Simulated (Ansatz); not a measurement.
Base system: Al$_{3}$Pt$_{2}$ (space group P-3m1, No. 164; a = 4.2042 Å, c = 5.1844 Å; a cell from a computed database, its experimental status unchecked).

Method: PBEsol (Ansatz, an electronic-structure program, PAW, no spin-orbit coupling).

Base values:

```
Quantity           Result
---------------  --------
Volume per atom  15.87 Å³
```

The change: a negative pressure, −2 GPa.

What does the calculation give for the volume per atom after the change?

The volume per atom increases by 0.20 Å³ (15.87 Å³ → 16.07 Å³).

Load acts through the strain it causes; cell and atoms are relaxed under it. Stability against distortions was not tested. All final runs are without spin polarisation.
